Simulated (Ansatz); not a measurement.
The starting structures come from a database of crystals and need not be the phases stable at ambient conditions.

 Where the default PAW files enter, the runs use the earlier of Ansatz's two default sets.

Input:

```xyz
4
Lattice="4.0024 0.0000 0.0000 -2.0012 3.4662 0.0000 0.0000 0.0000 6.5778" Properties=species:S:1:pos:R:3 pbc="T T T"
Al     0.0000     2.3108     0.0045
Al     2.0012     1.1554     3.2934
As     0.0000     2.3108     2.4688
As     2.0012     1.1554     5.7577
```

Space group of this cell: P6_3mc, wurtzite. The cell is taken as given.

The numbers are results of PBEsol (plane waves, PAW; Ansatz, a quantum-chemistry and plane-wave program), not measurements.

The current runs along the normal of the first two printed vectors; no spin-orbit coupling. Scaled by the factor s: both lengths across the current (ions clamped). Meshes 12×12×6 and 12×12 across the current in all rows.

```
s     mean pressure (GPa)  band gap (eV)
----  -------------------  -------------
0.98                  3.3              ?
1.00                  0.1           1.65
1.02                 -2.5           1.45
```

Problem. Take the slope of the band gap against ln s from the two given rows, extrapolate to s = 0.98, and say what the run there gives.

Solution. Slope = (1.45 − 1.65) / ln 1.02 = -10.1 eV. The line gives 1.65 + (-10.1) × ln 0.98 = 1.85 eV. The run gives 1.61 eV, 0.24 eV under the line, 120 % of the predicted step.
